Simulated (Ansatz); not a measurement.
## Effect of pressure 0.7 GPa on Ni2Si

Base system: Ni2Si (space group Pnma, No. 62; a = 5.021 Å, b = 3.731 Å, c = 7.076 Å; non-magnetic).

It is then changed as follows: cell and atoms relaxed at a pressure of 0.7 GPa.

All numbers come from PBE/PAW in Ansatz (an electronic-structure program), spin-orbit coupling left out, earlier PAW set. Γ-centred 8×10×6 mesh, Fermi–Dirac width 0.05 eV.

The volume per atom decreases by 0.04 Å³, from 11.05 Å³ to 11.01 Å³ and the density increases by 0.03 g/cm³, from 7.29 g/cm³ to 7.32 g/cm³. The shortest interatomic distance stays essentially unchanged (2.311 Å against 2.310 Å) and the enthalpy H = E + PV relative to the base's energy is +0.05 eV/atom. The band gap remains zero.

Load acts through the strain it causes; cell and atoms are relaxed under it. Whether these cells are dynamically stable was not tested. Seeded moments were not kept for the base. All final runs are without spin polarisation.
